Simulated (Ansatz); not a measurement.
Base system: CaO in the rock salt structure (space group Fm-3m, No. 225; a = 4.7671 Å). Axes: x, y, z lie along the cube axes.

Level of theory: Ansatz (a program for electronic structure), PBEsol, PAW, cutoff 420 eV, no spin-orbit coupling.

Strains are applied to the cell and any free atomic positions relax.

One change was made to it. Results:

```csv
quantity,base,after
smallest direct gap,3.92 eV,3.90 eV
energy relative to the base (free energy F),0 meV/atom,+1.0 meV/atom
```

### Question
Name the change that was made.
A. uniaxial strain ε_zz = +2.50 %
B. uniaxial strain ε_zz = +3.00 %
C. uniaxial strain ε_zz = +2.00 %
D. uniaxial strain ε_zz = −2.00 %
E. uniaxial strain ε_zz = −1.00 %

### Answer
E, uniaxial strain ε_zz = −1.00 %. For comparison, the energy relative to the base in the other runs: uniaxial strain ε_zz = −2.00 % gives +4.2 meV/atom; uniaxial strain ε_zz = +2.50 % gives +5.4 meV/atom; uniaxial strain ε_zz = +2.00 % gives +3.5 meV/atom; uniaxial strain ε_zz = +3.00 % gives +7.6 meV/atom.

Stability against distortions was not tested.
